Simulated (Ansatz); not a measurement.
Reference: ZnSe (F-43m), r2SCAN with spin-orbit coupling, rigid bands (plane waves, PAW; Ansatz, an electronic-structure program); axes and stresses refer to this cell.

```yaml
crystal:
  lattice:
    - [0.00000, 2.83265, 2.83265]
    - [2.83265, 0.00000, 2.83265]
    - [2.83265, 2.83265, 0.00000]
  atoms:
    - { symbol: Zn, position: [0.00000, 0.00000, 0.00000] }
    - { symbol: Se, position: [0.75000, 0.75000, 0.75000] }
```

The Seebeck coefficient, n-type 1e19 cm⁻³ is -81 μV/K, the band gap is 1.75 eV and the electron conductivity mass is 0.133 mₑ.

Question: Change: hydrostatic pressure -2 GPa. What happens to Seebeck coefficient, n-type 1e19 cm⁻³, band gap, electron conductivity mass?

Answer: Seebeck coefficient, n-type 1e19 cm⁻³ falls in size to -79 μV/K; band gap decreases to 1.61 eV; electron conductivity mass falls to 0.128 mₑ.

Question: Change: hydrostatic pressure 10 GPa. What happens to Seebeck coefficient, n-type 1e19 cm⁻³, band gap, electron conductivity mass?

Answer: Seebeck coefficient, n-type 1e19 cm⁻³ goes up in size to -90 μV/K; band gap rises to 2.27 eV; electron conductivity mass grows to 0.150 mₑ.

Question: Change: hydrostatic pressure 2 GPa. What happens to Seebeck coefficient, n-type 1e19 cm⁻³, band gap, electron conductivity mass?

Answer: Seebeck coefficient, n-type 1e19 cm⁻³ moves little, to -84 μV/K; band gap grows to 1.87 eV; electron conductivity mass goes up to 0.137 mₑ.

Question: Change: hydrostatic pressure 5 GPa. What happens to Seebeck coefficient, n-type 1e19 cm⁻³, band gap, electron conductivity mass?

Answer: Seebeck coefficient, n-type 1e19 cm⁻³ rises in size to -86 μV/K; band gap grows to 2.04 eV; electron conductivity mass grows to 0.143 mₑ.

Masses are for dilute carriers at 300 K, harmonic means over directions unless an axis is named. Seebeck coefficients are for the stated density at 300 K, with one relaxation time for all states and whether or not that doping can be reached. Stresses and pressures are the targets of the relaxation.  The structure type is held under load, also where the real crystal would transform.
